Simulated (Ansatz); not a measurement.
Take TiAl (space group P4/mmm, No. 123; relaxed with 0.1 eV smearing) as the base.

```
CELL_PARAMETERS angstrom
      2.81271     0.00000     0.00000
      0.00000     2.81271     0.00000
      0.00000     0.00000     4.06160
ATOMIC_POSITIONS crystal
  Ti 0.00000 0.00000 0.00000
  Al 0.50000 0.50000 0.50000
```

Cartesian axes are those of the cell as printed.

Computed with r2SCAN (Ansatz, a quantum-chemistry and plane-wave program, PAW, no spin-orbit coupling).

Modification: a pure shear with ε_xz = ε_zx = 0.0143, atoms relaxed at fixed cell.

Task: Predict the stress tensor and what it implies for the stiffness.

Result: Stress of the strained cell less that of the base (GPa, compression positive):
```
    0.1     0.0    -3.5
    0.0     0.1     0.0
   -3.5     0.0     0.2
```

Then −Δσ/γ with γ = 2ε = 0.0286 gives secant stiffness values (nonlinear terms included at this strain): C55 ≈ 124 GPa.

As a check, the harmonic strain energy −½ V₀ Δσ:ε is 5.1 meV/atom; the computed energy rise is 5.1 meV/atom.

No phonon test of stability was made. The final runs are not spin-polarised.
